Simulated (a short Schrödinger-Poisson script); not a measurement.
## Gated Al0.4Ga0.6As/GaAs modulation-doped gas

System: gated Al0.4Ga0.6As/GaAs modulation-doped gas, at 77 K.

```
layer      material  thickness (nm)  Nd (cm⁻³)  Na (cm⁻³)
-----  ------------  --------------  ---------  ---------
1      Al0.4Ga0.6As              30          -          -
2      Al0.4Ga0.6As              40     1.6e18          -
3      Al0.4Ga0.6As               3          -          -
4              GaAs            6000          -       1e15
```

Constants are typed, rounded textbook-type inputs, not results; the design itself was drawn at random and stands for no fabricated device. Al0.4Ga0.6As: permittivity 11.76, conduction-band edge (eV) 0.316, gap (eV) 1.923, electron mass (mₑ) 0.1002, Nv at 300 K (cm⁻³) 9e18. GaAs: permittivity 12.9, conduction-band edge (eV) 0, gap (eV) 1.424, Nv at 300 K (cm⁻³) 9e18.

Channel valleys (confinement mass, in-plane density-of-states mass, number): Γ 0.067, 0.067, 1. At the gate the conduction-band edge of layer 1 lies 1.07 eV − eVg above the Fermi level of the channel; the field vanishes at the back. Donor level 0.02 eV below the band edge. The barrier under the gate holds no holes. Gaps are held at their typed values at every temperature. Mesh 0.08 nm at interfaces.

Solved with a short Schrödinger-Poisson script written for these runs: 1D Poisson equation in equilibrium, electrons quantum, Hartree (BenDaniel-Duke, 40 states a valley, the channel's in-plane mass for all, wave functions free to enter the barrier), parabolic valleys, classical holes, donors ionised by Fermi statistics, acceptors fully, no traps, pinning or gate leakage.

```tsv
Vg (V)	electrons (cm⁻²)	in the channel layer	C (μF/cm²)	Γ E0 (meV)	Γ E1 (meV)
0.5	1.30e12	1.23e12	0.284	-41.2	1.6
0.2	1.29e12	1.23e12	0.261	-41.2	1.6
-0.1	1.28e12	1.23e12	0.243	-41.2	1.7
-0.4	1.28e12	1.23e12	0.229	-41.1	1.7
-0.7	1.27e12	1.23e12	0.216	-41.1	1.7
-1	1.27e12	1.22e12	0.206	-41.1	1.7
-1.3	1.26e12	1.22e12	0.196	-41.0	1.7
-1.6	1.26e12	1.22e12	0.188	-40.9	1.8
-1.9	1.25e12	1.21e12	0.180	-40.8	1.8
-2.2	1.24e12	1.20e12	0.173	-40.4	2.0
-2.5	1.19e12	1.16e12	0.156	-39.0	2.6
-2.8	9.78e11	9.56e11	0.134	-32.4	5.7
-3.1	7.28e11	7.14e11	0.134	-24.4	9.8
-3.4	4.79e11	4.72e11	0.132	-15.8	14.7
-3.7	2.33e11	2.31e11	0.130	-5.7	21.0
-4	6.49e9	6.46e9	0.0739	22.4	45.1
```

Gate voltages with under 1e6 electrons/cm² are left out.

Subbands count from the Fermi level.
